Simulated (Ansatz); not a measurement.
Reference: MgO (Fm-3m), PBEsol, rigid bands (plane waves, PAW, scalar-relativistic; Ansatz, a program for electronic structure); geometry: cell and atoms relaxed with PBEsol.

```cif
data_MgO
_chemical_formula_sum 'Mg1 O1'
_space_group_name_H-M_alt 'P 1'
_space_group_IT_number 1
_cell_length_a 2.97979
_cell_length_b 2.97979
_cell_length_c 2.97979
_cell_angle_alpha 60.000
_cell_angle_beta 60.000
_cell_angle_gamma 60.000
loop_
_space_group_symop_operation_xyz
  'x, y, z'
loop_
_atom_site_label
_atom_site_type_symbol
_atom_site_fract_x
_atom_site_fract_y
_atom_site_fract_z
_atom_site_occupancy
Mg1 Mg 0.00000 0.00000 0.00000 1
O1 O 0.50000 0.50000 0.50000 1
```

The band gap is 4.62 eV. The electron conductivity mass is 0.35 mₑ and the Seebeck coefficient, n-type 1e19 cm⁻³ is -171 μV/K.

Question: Replace O by S on the same sites and relax. What happens?

Answer: MgS (Fm-3m): volume per atom 9.4 to 17.4 Å³; band gap falls (4.62 eV to 2.73 eV); electron conductivity mass stays about the same (0.35 mₑ to 0.35 mₑ); Seebeck coefficient, n-type 1e19 cm⁻³ rises in size (-171 μV/K to -261 μV/K).

Question: Swap Mg for Ba, keeping the structure type. How do these values move?

Answer: BaO (Fm-3m): volume per atom 9.4 to 20.7 Å³; band gap falls (4.62 eV to 1.84 eV); electron conductivity mass rises (0.35 mₑ to 0.50 mₑ); Seebeck coefficient, n-type 1e19 cm⁻³ rises in size (-171 μV/K to -318 μV/K).

Question: Replace O by Se on the same sites and relax. What happens?

Answer: MgSe (Fm-3m): volume per atom 9.4 to 20.2 Å³; band gap falls (4.62 eV to 1.78 eV); electron conductivity mass falls (0.35 mₑ to 0.29 mₑ); Seebeck coefficient, n-type 1e19 cm⁻³ rises in size (-171 μV/K to -241 μV/K).

Moves up to 5 % count as about the same. Masses are for dilute carriers at 300 K, harmonic means over directions unless an axis is named. Seebeck coefficients are for the stated density at 300 K, with one relaxation time for all states and whether or not that doping can be reached. Spin-orbit coupling is left out.
